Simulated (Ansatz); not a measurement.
## Equilibrium lattice constant a of WIr3 (P6₃/mmc, No. 194, 8 atoms in the cell; start mp-30745) at several levels of theory

No measured value is used here.

| level (code) | value (Å) |
|---|---|
| LDA (Ansatz) | 5.461 |
| PBEsol (Ansatz) | 5.488 |
| r²SCAN (Ansatz) | 5.508 |

Density-functional levels without +SOC have no spin–orbit coupling. LDA, PBEsol, r²SCAN: the run has no spin polarisation, so it can have missed a magnetic state. LDA, PBEsol, r²SCAN: the relaxation could not lower the start's symmetry, so the cell can be a saddle point above a distorted one. Cutoffs differ between the levels. Ansatz's density-functional and Hartree–Fock values are scalar-relativistic unless marked +SOC, with PAW data made under PBE.

A start named mp-… is a Materials Project structure, which need not be a measured phase.

Ansatz is a first-principles code.
